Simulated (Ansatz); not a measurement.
Base system: Au in the fcc (Cu type) structure (space group Fm-3m, No. 225; a = 4.083 Å; relaxed with 0.1 eV smearing). Axes: x, y, z lie along the cube axes.

Structures relaxed with Ansatz (a first-principles code), PBEsol, PAW, cutoff 420 eV, scalar-relativistic without spin-orbit coupling.

Base:

Simulated powder pattern, Cu Kα1, λ = 1.54056 Å (kinematic, ideal powder, no thermal factors, no anomalous dispersion; the 8 strongest lines at most, above 2 %, up to 2θ = 90°):

```tsv
2θ (°)	I/Imax (%)	hkl
38.14	100	(111)
44.33	49	(200)
64.50	33	(220)
77.47	40	(311)
81.62	12	(222)
```

After one change:

Simulated powder pattern, Cu Kα1, λ = 1.54056 Å (kinematic, ideal powder, no thermal factors, no anomalous dispersion; the 8 strongest lines at most, above 2 %, up to 2θ = 90°):

```csv
2θ (°),I/Imax (%)
38.49,100
44.33,34
45.53,16
64.50,11
65.43,22
77.68,27
79.41,13
82.47,12
```

Q: Which change produced these results?
A. uniaxial strain ε_zz = −0.50 %
B. uniaxial strain ε_zz = +3.00 %
C. uniaxial strain ε_zz = −2.50 %
D. uniaxial strain ε_zz = +2.50 %

A: C, uniaxial strain ε_zz = −2.50 %. Its volume per atom is 16.59 Å³ against 17.02 Å³, and its space group is I4/mmm (No. 139).

Whether these cells are dynamically stable was not tested.
